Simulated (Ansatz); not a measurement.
## Volume per atom of TiSi2 (model structure, started from the AlB2 type, P6/mmm, No. 191, 3 atoms in the cell) at several levels of theory

No measured value is used here.

```tsv
level (code)	value (Å³/atom)
PBE (Ansatz)	?
PBEsol (Ansatz)	13.73
PBE-D3(BJ) (Ansatz)	13.48
```

**Question.** Fill in the missing entries.

**Answer.** 
- PBE (Ansatz, a program for electronic structure), value (Å³/atom): 14.14

Ansatz's density-functional and Hartree–Fock values are scalar-relativistic unless marked +SOC, with PAW data made under PBE.

A model structure was made by putting elements into a prototype or built by hand; it is no filed structure, need not be a known phase, and can be a saddle point held by its symmetry.
